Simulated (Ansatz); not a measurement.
Amorphous Si₆₀P₆O₁₃₅, 201 atoms at 2.24 g/cm³, one PBE-relaxed geometry, zone centre. Methods: PBE, scalar-relativistic without spin-orbit coupling (Ansatz, a program for electronic structure); r2SCAN, scalar-relativistic without spin-orbit coupling (Ansatz). Plane waves to 420 eV (r2SCAN 500 eV). At PBE the levels at the filled edge of the gap are localised (band-tail or defect states), and the nearest spread-out levels lie 5.5 eV apart at the zone centre. The higher rungs were started with moments on some atoms, which died out.

The cell was made by melting and quenching with the CHGNet potential and then relaxed with DFT. O atoms were pushed apart under 1.9 Å during the dynamics, to hinder bonds among them. The hot cell started wider than the set density and was brought back towards it in steps. It is the lowest in DFT energy of 8 quenches. It is a model cell: composition and starting density were chosen by hand, and all elements were melted together. No dispersion term was used. Its density started from a set value of 2.24 and ended at 2.24 g/cm³. Cooling (nominally 280 K/ps over its main leg) ran many orders faster than in experiment, which tends to leave more defects and strain. Values belong to this one cell and scatter from quench to quench. The volume was held where the preparation left it and the shape relaxed, at a PBE pressure of 1.5 GPa. Stress components on the final sampling reach 1.5 GPa.

The relaxation ran on the zone centre alone. At PBE the level gap is 4.02 eV on a 2×2×2 Γ-centred mesh, and the spacing at the zone centre alone 4.02 eV.

Question: What zone-centre spacing does r2SCAN give, roughly?

Answer: 4.68 eV (+0.66 eV against PBE).

The highest filled and the lowest empty state spread over these numbers of atoms (participation numbers): PBE: 4.2 and 119.3; r2SCAN: 4.1 and 128.1.
